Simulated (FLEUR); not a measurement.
```xyz
4
Lattice="0.0000 2.9565 2.9565 2.9565 0.0000 2.9565 2.9565 2.9565 0.0000" Properties=species:S:1:pos:R:3 pbc="T T T"
Fe     4.4347     4.4347     4.4347
Fe     1.4782     1.4782     1.4782
Fe     0.0000     0.0000     0.0000
Rh     2.9565     2.9565     2.9565
```
Moments meant for the start (each program seeds them in its own way; μB, in the order of the atoms Fe Fe Fe Rh): 4.0 4.0 4.0 1.0.

Method of the run: PBEsol, all-electron FLAPW (FLEUR), scalar-relativistic valence with spin-orbit coupling in second variation (FLEUR).

The set-up and first iterations of a FLEUR log for Fe3Rh (Fm-3m, 4 atoms in the cell):

```
      Welcome to FLEUR        (www.flapw.de)
      MaX-Release 8.1          (www.max-centre.eu)

 ========== k-point set info ==========
 Selected k-point list: default-1
 k-point list type: mesh
 8 x 8 x 8
 Number of k points: 78

 ------------Calculation Setup---------------------------
           1           2           3           6          13          26          39          78
 Number of basis functions:          314
 Iteration:     1   Distance:      28.05128495 me/bohr^3
 Iteration:     2   Distance:      23.75702966 me/bohr^3
 Iteration:     3   Distance:      18.04339577 me/bohr^3
 Iteration:     4   Distance:      12.39836526 me/bohr^3
 Iteration:     5   Distance:      10.33395835 me/bohr^3
```

How does the run end?

The run converged in 25 iterations. Convergence of the loop says nothing yet on basis, mesh or lower states. It ends on: total energy -233958.4271 eV; Fermi level (on the code's own zero) 10.20 eV; size of the cell's spin moment 9.18 μB; site moments (μB, in the program's spheres or projections) Fe 2.89, Fe 2.89, Fe 2.62, Rh 0.89. The log goes on:

```
   [... 16 lines left out ...]
 Iteration:    22   Distance:       0.00039785 me/bohr^3
 Iteration:    23   Distance:       0.00006805 me/bohr^3
 Iteration:    24   Distance:       0.00002002 me/bohr^3
 Iteration:    25   Distance:       0.00000686 me/bohr^3
 Run finished successfully
 Stop message:
   all done

[file out, last iteration]
             iter=     25
[...]
          total density-effective poten   -1.3908310413E+04
          total charge density-energy d   -3.0081146951E+02
 Updated energy parameters for spin:           1
 Updated energy parameters for spin:           2
[...]
 fermi energy and band-weighting factors:
   [... 21 lines left out ...]

[...]
FERMIE:
          first approx. to ef    (T=0)  :   0.375119 htr   (energy of the highest occ. eigenvalue)
          number of occ. states  (T=0)  :       9827
          first approx. to seigv (T=0)  : -87.733551 htr
          sum of weights of occ. states : 126.000000
          sum of semicore charge        :   0.000000 e
          fermi energy=   0.37498 har   work function= -10.20385 ev
          number of valence electrons= 126.00000
     band-weighting factor for spin=    1
     k-point=    1
   [... 9 lines left out ...]
     k-point=    2
   [... lines left out ...]
     k-point=    7
   [... 9 lines left out ...]
     k-point=    8
   [... 9 lines left out ...]
     k-point=    9
   [... 9 lines left out ...]
     k-point=   10
   [... 9 lines left out ...]
     k-point=   11
   [... 9 lines left out ...]
     k-point=   12
   [... 9 lines left out ...]
     k-point=   13
   [... 9 lines left out ...]
     k-point=   14
   [... 9 lines left out ...]
     k-point=   15
   [... 9 lines left out ...]
     k-point=   16
      0.016 0.016 0.016 0.016 0.016 0.016 0.
```

For comparison: a first run (DFT, PBEsol, all-electron FLAPW (FLEUR), scalar-relativistic valence) was changed to give this one (l_soc: F → T; l_f: T → F), and from it to this one the size of the net moment moves little (2.30 to 2.29 μB/atom).

The starting cell comes from a database of computed structures (which also holds hypothetical and non-ambient phases and stackings), without a prior relaxation at this level. Its lattice was rescaled by a random factor within 2.5 % of one. The magnetic order is the one reached from the typed start; others were not searched systematically. Values depend on the basis (sphere radii, cutoffs, local orbitals), which need not be converged.

The run was DFT, PBEsol, all-electron FLAPW (FLEUR), scalar-relativistic valence with spin-orbit coupling in second variation. Main settings of its input:

Kmax: 3.6 1/bohr
GmaxXC: 10.8 1/bohr
xcFunctional: PBEs
jspins: 2
l_soc: T
mode: gauss
fermiSmearingEnergy: 0.00999582 Htr
mesh (inpgen div1-3): 8 8 8
inpgen gamma flag: true
Gmax: 10.8 1/bohr
numbands: 0
maxIterBroyd: 15
